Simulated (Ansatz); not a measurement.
## Response to strain in Pt

Start from Pt in the fcc (Cu type) structure (space group Fm-3m, No. 225; a = 3.942 Å; relaxed with 0.1 eV smearing). Axes: x, y, z lie along the cube axes.

Strains are applied to the cell and any free atomic positions relax; under biaxial strain the out-of-plane vector relaxes too; under stress the whole cell relaxes.

Level of theory: r2SCAN (Ansatz, a quantum-chemistry and plane-wave program), no spin-orbit coupling, earlier PAW set.

Notes on the quantities. energy relative to the base: free energy F; pressure: mean of the normal stresses, compression positive.

```tsv
variant	volume per atom	energy relative to the base	pressure
base	15.31 Å³	0 meV/atom	0.0 GPa
biaxial strain −2.05 %, plane normal [001], relaxed out of plane	15.12 Å³	+11 meV/atom	3.8 GPa
biaxial strain −1.74 %, plane normal [001], relaxed out of plane	15.15 Å³	+7.5 meV/atom	3.2 GPa
biaxial strain −1.46 %, plane normal [001], relaxed out of plane	15.17 Å³	+5.2 meV/atom	2.6 GPa
biaxial strain −2.26 %, plane normal [110], relaxed out of plane	?	+11 meV/atom	?
isotropic strain −2.08 %	14.37 Å³	+55 meV/atom	20.2 GPa
tensor shear ε_xz = −1.91 %	15.30 Å³	+5.1 meV/atom	0.4 GPa
tensor shear ε_xy = −3.18 %	15.29 Å³	+15 meV/atom	1.2 GPa
tensor shear ε_xy = −2.29 %	15.30 Å³	+7.4 meV/atom	0.6 GPa
uniaxial stress, 1 GPa tension along x	15.33 Å³	+0.3 meV/atom	–
```

**Question.** Some entries are withheld; estimate them.

**Answer.** 
- biaxial strain −2.26 %, plane normal [110], relaxed out of plane, volume per atom: 15.19 Å³
- biaxial strain −2.26 %, plane normal [110], relaxed out of plane, pressure: 2.8 GPa

Beyond what the load breaks, stability against distortions was not tested. The final runs are not spin-polarised.
